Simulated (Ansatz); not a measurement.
**Response to strain in hypothetical rock salt BeS**

Base system: BeS in the rock salt structure (space group Fm-3m, No. 225; a = 4.5900 Å; a hypothetical phase, not in the database extracts checked). Axes: x, y, z lie along the cube axes.

Strains are applied to the cell and any free atomic positions relax; under biaxial strain the out-of-plane vector relaxes too.

Level of theory: PBEsol, PAW, 420 eV (Ansatz, a program for electronic structure; no spin-orbit coupling).

Candidates:
(a) uniaxial strain ε_xx = −4.65 %
(b) tensor shear ε_yz = −3.56 %
(c) tensor shear ε_xz = +0.21 %
(d) biaxial strain −3.51 %, plane normal [001], relaxed out of plane
(e) isotropic strain +1.45 %

For the base:

- Smallest direct gap = 4.27 eV

Task: Order them by smallest direct gap, highest first.

Result: (c) tensor shear ε_xz = +0.21 % (4.23 eV), (e) isotropic strain +1.45 % (4.07 eV), (a) uniaxial strain ε_xx = −4.65 % (3.97 eV), (d) biaxial strain −3.51 %, plane normal [001], relaxed out of plane (3.57 eV), (b) tensor shear ε_yz = −3.56 % (3.40 eV)

Stability against distortions was not tested.
